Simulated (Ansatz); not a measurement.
Reference: BeTe (F-43m), r2SCAN with spin-orbit coupling, rigid bands (plane waves, PAW; Ansatz, a first-principles code); axes and stresses refer to this cell.

```
BeTe
1.0
    0.00000     2.82862     2.82862
    2.82862     0.00000     2.82862
    2.82862     2.82862     0.00000
Be Te
1 1
Cartesian
  0.00000   0.00000   0.00000
  4.24293   4.24293   4.24293
```

The Seebeck coefficient, n-type 1e19 cm⁻³ is -304 μV/K and the band gap comes out as 2.09 eV. The hole conductivity mass is 0.40 mₑ.

Q: Change: uniaxial stress along [111] of 2 GPa (compression positive). What happens to Seebeck coefficient, n-type 1e19 cm⁻³, band gap, hole conductivity mass?

A: Seebeck coefficient, n-type 1e19 cm⁻³ moves little, to -303 μV/K; band gap decreases to 1.99 eV; hole conductivity mass falls to 0.35 mₑ.

Masses are for dilute carriers at 300 K, harmonic means over directions unless an axis is named. Seebeck coefficients are for the stated density at 300 K, with one relaxation time for all states and whether or not that doping can be reached. Stresses and pressures are the targets of the relaxation.  The structure type is held under load, also where the real crystal would transform.
